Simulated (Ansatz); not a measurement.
Worked example: self-consistent single point of CaSi2Rh2 (I4mm, 5 atoms in the cell) in Ansatz (a quantum-chemistry and plane-wave program).

Computed with LDA (PW92), default PAW files made with PBE (plane waves; Ansatz).

```
CELL_PARAMETERS angstrom
     -2.05101     2.05101     5.01954
      2.05101    -2.05101     5.01954
      2.05101     2.05101    -5.01954
ATOMIC_POSITIONS crystal
  Ca 0.00498 0.00498 0.00000
  Si 0.62739 0.62739 0.00000
  Si 0.37261 0.37261 0.00000
  Rh 0.75000 0.25000 0.50000
  Rh 0.25000 0.75000 0.50000
```

Reference input (self-consistent single point, DFT, LDA (PW92), plane waves, default PAW files made with PBE): basis.ecutwfc = 420 eV; kpoints.mp_grid.grid = 11 11 11; hamiltonian.xc = lda; hamiltonian.pseudopotentials = {kind: paw} (the program's default PAW files); scf.occupations.method = gaussian; scf.occupations.width = 0.1 eV. This run's input differs from it in these lines:

Ansatz 0.2 input:
```diff
@@ -14,3 +14,3 @@
 kpoints:
-  mp_grid: { grid: [11, 11, 11] }
+  mp_grid: { grid: [18, 18, 18] }
 hamiltonian:
@@ -19,3 +19,3 @@
 scf:
-  occupations: { method: gaussian, width: 0.1 eV }
+  occupations: { method: fermi_dirac, width: 1.0 eV }
 output:
```

Output (repeated stretches shortened):

```
SCF iter   1: F=—  HF=-15556.508920 eV  |F-HF|=—  |Δ(HF+E_count)|=         —  Δρ=2.26e-2  dr2=7.90e-1  ethr=1.77e-3  ⟨swp⟩=10.7  Hψ=116508  notcnv=0
all-band conjugate gradients solve this SCF's bands
preconditioner: auto → Kerker (q_TF=auto, 2.516 Å⁻¹)
SCF iter   2: F=—  HF=-15556.421167 eV  |F-HF|=—  |Δ(HF+E_count)|=   8.78e-2  Δρ=1.19e-2  dr2=2.58e-1  ethr=1.52e-3  ⟨swp⟩=1.0  Hψ=26400  notcnv=0
SCF iter   3: F=—  HF=-15556.374540 eV  |F-HF|=—  |Δ(HF+E_count)|=   4.66e-2  Δρ=1.83e-3  dr2=1.11e-2  ethr=4.97e-4  ⟨swp⟩=1.0  Hψ=22560  notcnv=0
SCF iter   4: F=—  HF=-15556.371994 eV  |F-HF|=—  |Δ(HF+E_count)|=   2.55e-3  Δρ=5.88e-4  dr2=3.68e-4  ethr=2.13e-5  ⟨swp⟩=1.0  Hψ=22563  notcnv=0
SCF iter   5: F=—  HF=-15556.371908 eV  |F-HF|=—  |Δ(HF+E_count)|=   8.60e-5  Δρ=1.15e-4  dr2=1.59e-5  ethr=7.08e-7  ⟨swp⟩=2.4  Hψ=33439  notcnv=0
SCF iter   6: F=—  HF=-15556.371908 eV  |F-HF|=—  |Δ(HF+E_count)|=   3.87e-7  Δρ=3.19e-5  dr2=1.05e-6  ethr=3.05e-8  ⟨swp⟩=1.7  Hψ=27515  notcnv=0
SCF iter   7: F=-15556.371908 eV  HF=-15556.371908 eV  |F-HF|=3.21e-8  |Δ(HF+E_count)|=   2.46e-7  Δρ=9.41e-6  dr2=8.39e-8  ethr=1.92e-10  ⟨swp⟩=6.9  Hψ=89640  notcnv=0
SCF 1 converged in 7 iterations: F = -15556.371908 eV  dr2 = 8.39e-8
Free energy (F): -15556.371908 eV
Internal energy: -15547.502476 eV  (E = F + TS)
E sigma→0 (E₀):  -15551.937192 eV
Entropy (-TS):   -8.869431 eV (-1773.886 meV/atom)
Fermi energy:    13.053066 eV
--- Forces (eV/Å), atoms counted from 1 ---
  atom   1  Ca    -0.00000000     0.00000000    -0.22792152
  atom   2  Si     0.00000000    -0.00000000    -0.68105110
  atom   3  Si    -0.00000000    -0.00000000     0.74555419
  atom   4  Rh     0.00000000    -0.00000000     0.08169187
  atom   5  Rh    -0.00000000    -0.00000000     0.08169187
--- Stress (GPa, compression-positive) ---
        2.097937       0.000000      -0.000000
        0.000000       2.097937      -0.000000
       -0.000000      -0.000000       0.322949
  P = ⅓ Tr σ = 1.5063 GPa (15.063 kbar)
  The stress holds the Pulay correction. Without it, at fixed plane waves, as pw.x and ABINIT print it: P = 1.4552 GPa
```

The run converged in 7 iterations. Against the reference run the free energy drops by 813 meV/atom, the pressure goes from -7.97 to 1.51 GPa and the largest force goes from 0.340 to 0.746 eV/Å.

The starting cell comes from a database of computed structures (which also holds hypothetical and non-ambient phases and stackings), without a prior relaxation at this level. Its lattice was rescaled by up to half a per cent. One atom was moved a little off its site on purpose. Spin polarisation is off. Ansatz's pressure includes its estimate of the finite-basis (Pulay) stress.

Cost on one core of a shared machine: roughly 2 min.
